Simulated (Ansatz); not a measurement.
Base system: InSb in the zinc blende structure (space group F-43m, No. 216; a = 6.519 Å). Axes: x, y, z lie along the cube axes.

Structures relaxed with plane-wave PAW DFT at the PBEsol level (Ansatz, a quantum-chemistry and plane-wave program, 420 eV), scalar-relativistic without spin-orbit coupling.

Base:

Simulated powder pattern, Cu Kα, λ = 1.54184 Å (kinematic, ideal powder, no thermal factors, no anomalous dispersion; the 8 strongest lines at most, above 2 %, up to 2θ = 90°):

```tsv
2θ (°)	I/Imax (%)	hkl
23.64	100	(111)
39.08	80	(220)
46.19	49	(311)
56.46	13	(400)
62.06	20	(331)
70.81	27	(422)
75.83	15	(333)
88.80	15	(531)
```

After one change:

Simulated powder pattern, Cu Kα, λ = 1.54184 Å (kinematic, ideal powder, no thermal factors, no anomalous dispersion; the 8 strongest lines at most, above 2 %, up to 2θ = 90°):

| 2θ (°) | I/Imax (%) |
|---|---|
| 23.49 | 100 |
| 38.09 | 28 |
| 39.19 | 52 |
| 45.24 | 34 |
| 47.13 | 15 |
| 54.97 | 9.5 |
| 62.14 | 13 |
| 69.57 | 18 |

Question: Which change produced these results?
A. biaxial strain −2.00 %, plane normal [001], relaxed out of plane
B. biaxial strain −2.50 %, plane normal [001], relaxed out of plane
C. biaxial strain +2.50 %, plane normal [001], relaxed out of plane
D. biaxial strain −3.00 %, plane normal [001], relaxed out of plane

Answer: C, biaxial strain +2.50 %, plane normal [001], relaxed out of plane. Its volume per atom is 35.37 Å³ against 34.63 Å³, and its space group is I-4m2 (No. 119).

Whether these cells are dynamically stable was not tested. The final runs are not spin-polarised.
